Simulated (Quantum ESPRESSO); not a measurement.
## Relaxation of the atoms of SnSe2 (P-3m1, 3 atoms in the cell) at several settings

```
CELL_PARAMETERS angstrom
      3.75162     0.00000     0.00000
     -1.87581     3.24899     0.00000
      0.00000     0.00000     6.33346
ATOMIC_POSITIONS crystal
  Sn 0.00000 0.00000 0.00000
  Se 0.66667 0.33333 0.75710
  Se 0.33333 0.66667 0.24290
```

Base: PBEsol, GBRV 1.5 ultrasoft (PBESOL) pseudopotentials run with Quantum ESPRESSO. Its settings: ecutwfc = 40 Ry; ecutrho = 200 Ry; occupations = fixed; potentials = {Sn: sn_pbesol_v1.4.uspp.F.UPF, Se: se_pbesol_v1.uspp.F.UPF}; K_POINTS = automatic 10 10 5 0 0 0; nbnd = 17; conv_thr = 1e-09 Ry. Starting volume 25.73 Å³ per atom.

Each line gives the change from the base single point and the result:

- atoms moved at random; calculation: scf → relax; tprnfor: true → default; tstress: true → default; forc_conv_thr: default → 0.0039 Ry/bohr: largest force (vector length) 0.041 eV/Å; relaxation steps 4; free energy against the base single point -17.5 meV/atom.
- atoms moved at random; calculation: scf → relax; tprnfor: true → default; tstress: true → default; conv_thr: 1e-09 Ry → 7.3e-05 Ry; forc_conv_thr: default → 0.0012 Ry/bohr: largest force (vector length) 0.025 eV/Å; relaxation steps 4; free energy against the base single point -17.5 meV/atom.
- atoms moved at random; calculation: scf → relax; tprnfor: true → default; tstress: true → default; forc_conv_thr: default → 0.0012 Ry/bohr: largest force (vector length) 0.024 eV/Å; relaxation steps 5; free energy against the base single point -17.5 meV/atom.

The starting cell comes from a database of computed structures (which also holds hypothetical and non-ambient phases and stackings), without a prior relaxation at this level. Its lattice was rescaled by a random factor within 2.5 % of one.
